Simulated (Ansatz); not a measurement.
System: WB (model structure, started from the WC type, P-6m2, No. 187, 2 atoms in the cell). Method: r²SCAN (PAW; Ansatz, a first-principles code).

Settings: plane-wave cutoff 560 eV, 24×24×18 k mesh (along the axes of the cell as run), Fermi–Dirac smearing 0.05 eV, no spin polarisation, scalar-relativistic PAW data made under PBE.

Cell (relaxed at this level):

```cif
data_BW
_chemical_formula_sum 'W1 B1'
_space_group_name_H-M_alt 'P 1'
_space_group_IT_number 1
_cell_length_a 2.96012
_cell_length_b 2.96012
_cell_length_c 3.00898
_cell_angle_alpha 90.000
_cell_angle_beta 90.000
_cell_angle_gamma 120.000
loop_
_space_group_symop_operation_xyz
  'x, y, z'
loop_
_atom_site_label
_atom_site_type_symbol
_atom_site_fract_x
_atom_site_fract_y
_atom_site_fract_z
_atom_site_occupancy
W1 W 0.00000 0.00000 0.00000 1
B1 B 0.66667 0.33333 0.50000 1
```

Task: Give the computed bulk modulus.

Result: 
* **bulk modulus**: 300 GPa

Note: the run has no spin polarisation, so it can have missed a magnetic state; the bulk modulus is −V dP/dV from two relaxed cells at ±2 % in volume; the relaxation could raise the start's symmetry but not lower it, so the cell can be a saddle point.

Spin–orbit coupling is not included; it can open a gap where bands touch, and shift volumes and moduli.

The computed numbers hold no vibrational or temperature effects.

The result took very roughly 4 core-minutes.

A model structure was made by putting elements into a prototype or built by hand; it is no filed structure, need not be a known phase, and can be a saddle point held by its symmetry.
